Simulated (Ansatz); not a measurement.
## Carrier properties of C (Fd-3m)

```yaml
crystal:
  lattice:
    - [0.00000, 1.77690, 1.77690]
    - [1.77690, 0.00000, 1.77690]
    - [1.77690, 1.77690, 0.00000]
  atoms:
    - { symbol: C, position: [0.00000, 0.00000, 0.00000] }
    - { symbol: C, position: [0.25000, 0.25000, 0.25000] }
```

Calculation: PBE, rigid bands (plane waves, PAW, scalar-relativistic; Ansatz, a quantum-chemistry and plane-wave program). How the cell was made: cell and atoms relaxed with PBEsol.

```yaml
band_gap: 4.16 eV
electron conductivity mass (300 K, dilute): 0.41 mₑ
hole conductivity mass (300 K, dilute): 0.49 mₑ
effective density of states N_c (300 K): 5.8e19 cm⁻³
effective density of states N_v (300 K): 4.1e19 cm⁻³
density_of_states_mass_electrons: 1.74 mₑ
density_of_states_mass_holes: 1.39 mₑ
Seebeck coefficient, n-type 1e19 cm⁻³, 300 K: -365 μV/K
best n-type power factor at 300 K for τ = 10 fs (best axis; densities from 1e16 to 1e21 cm⁻³ tried, whether or not they can be reached): 23 μW/(cm·K²) at 3e20 cm⁻³
Seebeck coefficient, p-type 1e19 cm⁻³, 300 K: 335 μV/K
best p-type power factor at 300 K for τ = 10 fs (best axis; densities from 1e16 to 1e21 cm⁻³ tried, whether or not they can be reached): 13.2 μW/(cm·K²) at 1e20 cm⁻³
```

Rigid bands; masses and Seebeck coefficients take one relaxation time τ for all states and one kind of carrier; polarons and phonon drag are left out. Spin-orbit coupling is left out. Geometry: cell and atoms relaxed with PBEsol.
